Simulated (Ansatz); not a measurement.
We consider GaCl3 (within 0.1 Å of C2/m, No. 12, 8 atoms in the cell; start mp-571266), described by LDA (Ansatz, a first-principles code, plane waves, PAW).

Numerical settings: plane-wave cutoff 500 eV, 8×8×6 k mesh (along the axes of the cell as run), gaussian smearing 0.02 eV, scalar-relativistic PAW data made under PBE.

Cell (relaxed at this level):

Space group C2/m (No. 12); a = 11.605 Å, b = 6.526 Å, c = 6.750 Å, α = γ = 90.00°, β = 124.63°

| atom | site | symmetry | x | y | z |
|---|---|---|---|---|---|
| Ga | 4i | m | 0.1626 | 0.0000 | 0.0919 |
| Cl | 4i | m | 0.2976 | 0.5000 | 0.1785 |
| Cl | 4g | 2 | 0.0000 | 0.2465 | 0.0000 |
| Cl | 4i | m | 0.3246 | 0.0000 | 0.4597 |
(The calculation used a cell of 8 atoms; values per cell refer to that cell.)

Problem. Give the computed band gap.

Solution. 
- band gap = 3.83 eV (on the SCF k mesh)

Spin–orbit coupling is not included.

Computed values are for the static lattice.

It cost roughly 30 core-minutes of CPU time.

A start named mp-… is a Materials Project structure, which need not be a measured phase.
